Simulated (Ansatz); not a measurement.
Cell and atoms of amorphous silicon oxynitride (Si30O12N32):

```xyz
74
Lattice="9.9120 0.0000 0.0000 0.0000 9.9120 0.0000 0.0000 0.0000 9.9120" Properties=species:S:1:pos:R:3 pbc="T T T"
Si     2.9748     7.0242     8.2227
Si     5.3446     0.0756     1.3035
Si     6.4382     7.9083     6.3391
Si     4.6023     9.8385     4.5208
Si     6.1990     1.4155     5.8120
Si     5.6309     7.0706     1.8385
Si     8.2212     5.5844     6.0261
Si     9.4077     2.2456     7.9623
Si     0.4066     3.7985     6.3530
Si     0.7316     6.6792     7.5199
Si     8.5287     7.2474     1.6659
Si     1.0689     1.1476     1.2368
Si     0.1182     9.1791     8.9519
Si     6.7870     3.5539     8.1724
Si     3.5650     1.5469     2.3041
Si     9.1873     4.6562     2.9314
Si     8.3010     9.7030     1.6202
Si     2.2104     2.9619     8.9433
Si     6.6697     4.7418     1.1836
Si     1.7499     3.0305     3.4342
Si     3.0562     0.2779     9.1944
Si     8.1991     1.5473     0.0613
Si     4.2847     7.1821     4.5199
Si     7.1480     3.6511     3.9939
Si     5.4474     5.0198     5.9883
Si     4.3234     4.6359     3.2432
Si     4.4802     4.9754     9.7989
Si     5.1113     7.9992     8.9772
Si     2.7509     5.0152     5.6999
Si     4.2064     2.3491     6.9007
O      3.1300     4.1887     9.4915
O      6.3773     8.2859     7.9461
O      9.1130     2.6077     6.3626
O      7.8259     7.1927     5.8752
O      8.1190     8.5147     2.7162
O      9.5295     6.1923     2.3293
O      9.0362     8.4566     0.5279
O      1.5935     6.5951     9.0297
O      7.1070     2.0885     4.6226
O      3.5482     8.6506     4.8761
O      1.4929     2.4732     0.3845
O      6.2280     9.4921     5.5299
N      8.4409     4.6933     4.5478
N      8.1841     2.9893     9.0034
N      0.9201     3.2225     7.9073
N      7.6038     3.8786     2.3078
N      6.9516     0.6044     0.8729
N      0.0808     8.2074     7.6339
N      5.9684     4.1285     9.6112
N      3.6181     8.7142     8.4347
N      4.4502     6.3990     8.8901
N      3.1652     1.7346     8.1352
N      0.5081     3.6738     2.6249
N      4.4798     1.3380     5.5019
N      3.9869     0.9248     0.6686
N      5.1825     6.7709     5.9660
N      1.4882     9.8203     9.9022
N      5.9696     2.2277     7.3208
N      4.0488     4.1037     6.5490
N      1.6412     3.7512     5.1657
N      7.1414     6.4137     1.1739
N      2.3112     6.3714     6.7121
N      5.6713     4.4245     4.3229
N      9.0801     0.7191     8.6712
N      4.9141     5.3324     1.6509
N      3.4635     3.2020     2.9080
N      3.3652     5.7319     4.2080
N      6.9110     4.7714     6.8986
N      4.8661     0.5196     2.9419
N      9.2750     1.1453     1.4495
N      1.9143     1.2738     2.7600
N      9.7051     5.4002     6.8164
N      5.3862     7.5934     3.3567
N      5.3376     8.3577     0.7296
```

Computed with PBE, scalar-relativistic without spin-orbit coupling (plane waves to 420 eV, PAW; Ansatz, an electronic-structure program).

It comes from a melt-quench run on a machine-learned potential (CHGNet), relaxed afterwards by DFT. O and N atoms were pushed apart under 1.9 Å during the dynamics, to hinder bonds among them. The hot cell started wider than the set density and was brought back towards it in steps. It is the lowest in DFT energy of 2 quenches. It is a model cell: composition and starting density were chosen by hand, and all elements were melted together. No dispersion term was used. Its density started from a set value of 2.44 and ended at 2.53 g/cm³. The quench (nominally 150 K/ps over its main leg) was far faster than any real one, so the model tends to hold more defects than a real film. Values belong to this one cell and scatter from quench to quench. The volume was free in the relaxation, at fixed shape. Stress components on the final sampling reach 6.0 GPa.

Cut-offs for bonds: Si-Si 2.60 Å, Si-O 2.12 Å, Si-N 2.08 Å, O-O 1.58 Å, O-N 1.64 Å, N-N 1.70 Å. Two cations that share two anions don't count as bonded, nor two that share one unless they lie closer than Si-Si 2.38 Å.

**Question.** Give the coordination numbers, mean bond lengths and angles.

**Answer.** 
The mean coordination of Si by anions is 4.00 (30 with 4). The mean coordination of O is 2.17 (10 with 2, 2 with 3) and the mean coordination of N is 2.94 (3 with 2, 28 with 3, 1 with 4). The mean Si-N bond comes out as 1.752 Å (spread 0.055 Å, 94 counted) and the mean Si-O bond comes out as 1.697 Å (spread 0.094 Å, 26 counted). The bond angle at Si comes out as mean 109.2°, spread 11.5° and the bond angle at O is mean 119.0°, spread 23.6°. The bond angle at N is mean 115.7°, spread 18.0°.

**Question.** Which atoms depart from the most common coordination of their element?

**Answer.** O37 has 3 (Si11 1.74 Å, Si17 1.81 Å, Si13 1.93 Å); O42 has 3 (Si3 1.79 Å, Si5 1.86 Å, Si4 1.94 Å); N48 has 2 (Si13 1.64 Å, Si10 1.66 Å); N53 has 2 (Si16 1.61 Å, Si20 1.62 Å); N65 has 4 (Si26 1.84 Å, Si27 1.85 Å, Si6 1.89 Å, Si19 1.91 Å); N73 has 2 (Si6 1.62 Å, Si23 1.65 Å).

**Question.** List the pairs of like atoms that count as bonded by the rules above.

**Answer.** There are none by these rules.

**Question.** What Bader charges do the atoms carry, from a run on the zone centre alone?

**Answer.** Means (range): Si +3.11 e (+3.03 to +3.22), O -1.64 e (-1.66 to -1.61), N -2.31 e (-2.35 to -2.19).
```csv
atom,charge (e)
Si1,+3.10
Si2,+3.12
Si3,+3.20
Si4,+3.12
Si5,+3.10
Si6,+3.08
Si7,+3.16
Si8,+3.11
Si9,+3.12
Si10,+3.11
Si11,+3.20
Si12,+3.14
Si13,+3.06
Si14,+3.12
Si15,+3.05
Si16,+3.12
Si17,+3.12
Si18,+3.22
Si19,+3.06
Si20,+3.03
Si21,+3.08
Si22,+3.05
Si23,+3.15
Si24,+3.14
Si25,+3.08
Si26,+3.10
Si27,+3.16
Si28,+3.15
Si29,+3.07
Si30,+3.09
O31,-1.66
O32,-1.64
O33,-1.63
O34,-1.63
O35,-1.61
O36,-1.64
O37,-1.66
O38,-1.63
O39,-1.63
O40,-1.64
O41,-1.66
O42,-1.63
N43,-2.31
N44,-2.31
N45,-2.34
N46,-2.30
N47,-2.31
N48,-2.19
N49,-2.32
N50,-2.30
N51,-2.34
N52,-2.32
N53,-2.22
N54,-2.32
N55,-2.31
N56,-2.32
N57,-2.29
N58,-2.29
N59,-2.31
N60,-2.30
N61,-2.34
N62,-2.29
N63,-2.35
N64,-2.30
N65,-2.34
N66,-2.31
N67,-2.32
N68,-2.33
N69,-2.31
N70,-2.30
N71,-2.28
N72,-2.34
N73,-2.23
N74,-2.35
```
